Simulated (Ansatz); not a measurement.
The parent structure is Ru in the hcp (Mg type) structure (space group P6_3/mmc, No. 194; a = 2.7058 Å, c = 4.2623 Å).

Level of theory: r2SCAN in Ansatz (plane waves to 500 eV, PAW, without spin-orbit coupling), earlier PAW set.

One change was made to it. Results:

```json
[
 {"quantity": "c/a ratio", "base": "1.575", "after": "1.799"},
 {"quantity": "volume per atom", "base": "13.51 Å³", "after": "15.97 Å³"}
]
```

**Question.** Which change produced these results?
(A) Ru → Re
(B) Ru → Mo
(C) Ru → Os
(D) Ru → Si

**Answer.** B, Ru → Mo. For comparison, the volume per atom in the other runs: Ru → Re gives 14.70 Å³; Ru → Os gives 14.02 Å³; Ru → Si gives 13.71 Å³.

Stability against distortions was not tested. For Mo and Si in this form, whether it has been made was not checked. All final runs are without spin polarisation. This is not the structure that Mo has at room temperature and ambient pressure. This is not the structure that Si has at room temperature and ambient pressure.

Ansatz is a first-principles code.
